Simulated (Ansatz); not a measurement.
Fluorite HfO2 (high-temperature phase), treated with r²SCAN0 (Ansatz, a program for electronic structure, PAW).

Run with plane-wave cutoff 600 eV, 8×8×8 k mesh, finite displacements, scalar-relativistic PAW data made under PBE.

Computed at the level's own relaxed cell.

```
HfO2
1.0
    0.00000     2.51884     2.51884
    2.51884     0.00000     2.51884
    2.51884     2.51884     0.00000
Hf O
1 2
Direct
  0.00000   0.00000   0.00000
  0.25000   0.25000   0.25000
  0.75000   0.75000   0.75000
```

Harmonic phonon frequencies (cm⁻¹; i marks an imaginary mode; at Γ without the LO shift):

```csv
q point,frequencies
Γ,0 0 0 260 260 260 612 612 612
X,214i 110 110 269 315 315 595 595 733
L,98 98 203 428 428 537 540 540 624
```

Imaginary modes appear, so the structure is dynamically unstable at this level.

Note: symmetry holds this phase in the static calculation, where it need not be a minimum; the run finds an imaginary mode (214i cm⁻¹), so the cell is a saddle point at this level.
